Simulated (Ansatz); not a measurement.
**A computed series for W: response to strain**

Base system: W in the bcc (W type) structure (space group Im-3m, No. 229; relaxed with 0.1 eV smearing).

```
W
1.0
   -1.58470     1.58470     1.58470
    1.58470    -1.58470     1.58470
    1.58470     1.58470    -1.58470
W
1
Direct
  0.00000   0.00000   0.00000
```

Cartesian axes are those of the cell as printed.

Strains are applied to the cell and any free atomic positions relax; under biaxial strain the out-of-plane vector relaxes too.

Method: Ansatz (a quantum-chemistry and plane-wave program), r2SCAN, PAW, cutoff 500 eV, spin-orbit coupling left out, earlier PAW set.

Candidates:
(a) uniaxial strain ε_yy = −5.87 %
(b) isotropic strain −2.19 %
(c) biaxial strain −2.72 %, plane normal [111], relaxed out of plane
(d) strain tensor (xx, yy, zz, yz, xz, xy) = (+0.82, −0.78, −3.19, +1.03, −0.48, −0.06) %

Notes on the quantities. energy relative to the base: free energy F.

Q: Order them by energy relative to the base, lowest first.

A: (d) strain tensor (xx, yy, zz, yz, xz, xy) = (+0.82, −0.78, −3.19, +1.03, −0.48, −0.06) % (+36 meV/atom), (c) biaxial strain −2.72 %, plane normal [111], relaxed out of plane (+42 meV/atom), (b) isotropic strain −2.19 % (+73 meV/atom), (a) uniaxial strain ε_yy = −5.87 % (+107 meV/atom)

Whether these cells are dynamically stable was not tested. All final runs are without spin polarisation.
